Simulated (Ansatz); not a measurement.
Consider the formation energy of 4 Cu_Al in Al (fcc, Fm-3m). Reaction: 12 Al (fcc) + 4 Al2Cu (I4/mcm) → cell A.

Cell A: a supercell of 24 sites of Al (fcc, Fm-3m) with four times Cu on an Al site (8 Al at 2.66 Å and 4 Cu at 2.86 Å); the closest two of these centres are 2.9 Å apart, the farthest 8.3 Å; spin state with PBE: run without spin, k-point mesh 11×11×2.
```xyz
24
Lattice="4.0406 0.0000 0.0000 0.0000 4.0406 0.0000 0.0000 0.0000 24.2434" Properties=species:S:1:pos:R:3 pbc="T T T"
Al     0.0000     0.0000     0.1190
Al     0.0000     2.0203     2.2746
Al     2.0203     0.0000     2.2746
Al     2.0203     2.0203     0.1190
Al     0.0000     0.0000     4.4550
Cu     0.0000     2.0203     6.1839
Cu     2.0203     0.0000     6.1839
Al     2.0203     2.0203     4.4550
Al     0.0000     0.0000     7.9181
Al     0.0000     2.0203    10.1014
Al     2.0203     0.0000    10.1014
Al     2.0203     2.0203     7.9181
Al     0.0000     0.0000    12.2848
Cu     0.0000     2.0203    14.0189
Cu     2.0203     0.0000    14.0189
Al     2.0203     2.0203    12.2848
Al     0.0000     0.0000    15.7478
Al     0.0000     2.0203    17.9283
Al     2.0203     0.0000    17.9283
Al     2.0203     2.0203    15.7478
Al     0.0000     0.0000    20.0839
Al     0.0000     2.0203    22.2231
Al     2.0203     0.0000    22.2231
Al     2.0203     2.0203    20.0839
```

Reference: Al (fcc, Fm-3m), 24 atoms in the cell, the relaxed perfect crystal repeated, atoms not moved again, k-point mesh 11×11×2 on the run's own vectors.

Reference: Al2Cu (I4/mcm), 6 atoms in the cell; spin state with PBE: run without spin, k-point mesh 12×12×12 on the run's own vectors. Conventional cell: a = b = 6.0602 Å, c = 4.8728 Å, α = β = γ = 90.00°.

Computed with Ansatz (plane waves, PAW), its PAW set soft_1, cutoff 420 eV, 500 eV for r2SCAN. The structures are at rest with PBE, within the held lattices; other levels are single points on them. Neutral cells; Fermi-Dirac smearing of at most 0.10 eV in the solids, energies taken to zero width. The lattices are those relaxed with PBE, so at other levels the solids can be strained, which adds to the spread. Larger cells are relaxed from a start prepared with the learned potential CHGNet till forces fall under 0.03 eV/Å, which some starts already meet. A dispersion term (D3(BJ), or D4 for r2SCAN) was computed beside these levels and is taken off wherever the name lacks it. Space groups of crystals are read within 0.01 Å. Static lattices, no vibrational contributions. No structure search was made; lower ones may exist. Values are for these cell sizes. The cell is small for its defects, so this is an ordered compound on the host's lattice rather than an isolated defect. Cell A has symmetry P4/mmm within 0.02 Å and got no random move, so less symmetric positions, which may lie lower, weren't tried.

Task: What value does r2SCAN give?

Result: 1.30 eV, for 12 Al (fcc) + 4 Al2Cu (I4/mcm) → cell A.

Task: List the value at the remaining levels and say how far they part.

Result: 
```csv
Level,value (eV),less r2SCAN
PBE,0.91,-0.39
```

The levels shown span 0.39 eV, from PBE (0.91) to r2SCAN (1.30).

Ansatz is a program for electronic structure.
